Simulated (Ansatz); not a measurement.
Structures of equal composition on the (111)B surface of zinc-blende GaP (P plane on top): 2x2 Ga adatom at H3; 2x2 Ga adatom at T1; 2x2 Ga adatom at T4. The slabs share one bottom face, and each structure is named by its start. These are constructed structures in small cells; real faces may alloy, dewet or reconstruct in larger ones, and not all known structures of the face are among them. Slabs of about 13 Å with all that they carry, Fermi-Dirac smearing of 0.025 eV. Bottom of the slabs: H caps. Relaxed from the named starts with such symmetry as they have, on meshes of like density; energies extrapolated to zero smearing; no spin-orbit coupling, no U. Spin-polarised runs, if any, are marked in brackets, and their order is one that fits the cell; the others ran without spin. Where a second, spin-polarised start was run, the lower counts.

Host crystal: zinc-blende GaP, with a band gap (PBE, scalar-relativistic without spin-orbit coupling).

Method: PBE (plane waves to 420 eV, PAW; Ansatz, an electronic-structure program).

Task: Order them by energy per 1x1 cell (lowest first) at the level PBE.

Result: 2x2 Ga adatom at H3 (0.000 eV, gap 0.36 eV on the mesh), 2x2 Ga adatom at T4 (0.029 eV, gap 0.52 eV on the mesh), 2x2 Ga adatom at T1 (0.349 eV [spin, 1.5 μB a cell], no gap over 0.04 eV on the mesh)
